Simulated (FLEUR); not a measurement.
FLEUR run on Na3Ga (Pm-3m, 4 atoms in the cell): self-consistent single point.

Computed with FLEUR with PBEsol, all-electron FLAPW (FLEUR), scalar-relativistic valence.

```yaml
crystal:
  lattice:
    - [4.94161, 0.00000, 0.00000]
    - [0.00000, 4.94161, 0.00000]
    - [0.00000, 0.00000, 4.94161]
  atoms:
    - { symbol: Na, position: [0.50000, 0.00000, 0.50000] }
    - { symbol: Na, position: [0.00000, 0.50000, 0.50000] }
    - { symbol: Na, position: [0.50000, 0.50000, 0.00000] }
    - { symbol: Ga, position: [0.00000, 0.00000, 0.00000] }
```

Reference input (self-consistent single point, DFT, LDA (Vosko-Wilk-Nusair), all-electron FLAPW (FLEUR), scalar-relativistic valence): Kmax = 3.8 1/bohr; GmaxXC = 13.3 1/bohr; xcFunctional = vwn; jspins = 1; l_soc = F; mode = hist; fermiSmearingEnergy = 0.00499791 Htr; mesh (inpgen div1-3) = 9 9 9; inpgen gamma flag = false; Gmax = 13.3 1/bohr; numbands = 0; maxIterBroyd = 25. This run's input differs from it in these lines:

```diff
@@ -16,3 +16,3 @@
 &comp jspins=1 /
-&exco xctyp='vwn' /
+&exco xctyp='PBEs' /
 &kpt div1=9 div2=9 div3=9 /
@@ -29,3 +29,3 @@
       <coreElectrons ctail="T" frcor="F" kcrel="0" coretail_lmax="0"/>
-      <xcFunctional name="vwn" relativisticCorrections="F"/>
+      <xcFunctional name="PBEs" relativisticCorrections="F"/>
       <magnetism jspins="1"/>
```

Output, abridged:

```
 Iteration:     1   Distance:       1.70062288 me/bohr^3
 Iteration:     2   Distance:       1.56467683 me/bohr^3
 Iteration:     3   Distance:       0.73936361 me/bohr^3
 Iteration:     4   Distance:       0.46493700 me/bohr^3
 Iteration:     5   Distance:       0.36546689 me/bohr^3
   [... 5 lines left out ...]
 Iteration:    11   Distance:       0.00077438 me/bohr^3
 Iteration:    12   Distance:       0.00009914 me/bohr^3
 Iteration:    13   Distance:       0.00004265 me/bohr^3
 Iteration:    14   Distance:       0.00000389 me/bohr^3
 Run finished successfully
 Stop message:
   Structural relaxation: Done

[file out, last iteration]
             iter=     15
[...]
          total density-effective poten   -3.8399383430E+03
          total charge density-energy d   -1.1601035533E+02
 Updated energy parameters for spin:           1
[...]
 fermi energy and band-weighting factors:

[...]
FERMIE:
          first approx. to ef    (T=0)  :   0.047743 htr   (energy of the highest occ. eigenvalue)
          number of occ. states  (T=0)  :        698
          first approx. to seigv (T=0)  : -31.974029 htr
          sum of weights of occ. states :  20.020576
          sum of semicore charge        :   0.000000 e
FERHIS:  Fermi-Energy by histogram:
          bandgap                     :   0.000821 htr
   [... lines left out ...]
          charge neutrality (T=0)     :   0.041152    (zero if the highest occ. eigenvalue is "entirely" occupied)
     EF_NEWTON:  Adjust Fermi-Energy by Newton-Method.
 Direct bandgap for spin            1 :    1.4452005208017038E-002  Htr
 ---->    free energy=                     -2428.7953173911 htr
   [... lines left out ...]
      extrapolation for T->0
 ---->    total electron energy=           -2428.7932325445 htr
 ***** TOTAL FORCES ON ATOMS *****
 TOTAL FORCE FOR ATOM TYPE=  1  X=  4.669   Y=  0.000   Z=  4.669
                       FX_TOT= 0.000000 FY_TOT= 0.000000 FZ_TOT= 0.000000
 TOTAL FORCE FOR ATOM TYPE=  2  X=  0.000   Y=  0.000   Z=  0.000
                       FX_TOT= 0.000000 FY_TOT= 0.000000 FZ_TOT= 0.000000
 Structural relaxation: Done
```

The run converged in 14 iterations. FLEUR gives forces in its relaxation mode, with a further iteration, so its stop message speaks of a relaxation. 

The starting cell comes from a database of computed structures (which also holds hypothetical and non-ambient phases and stackings), without a prior relaxation at this level. Its lattice was rescaled by a random factor within 2.5 % of one. Values depend on the basis (sphere radii, cutoffs, local orbitals), which need not be converged. The log's line on a gap gives a spacing of levels on this mesh, which the program prints for metals too.

Cost on one core of a shared machine: roughly 4 min.
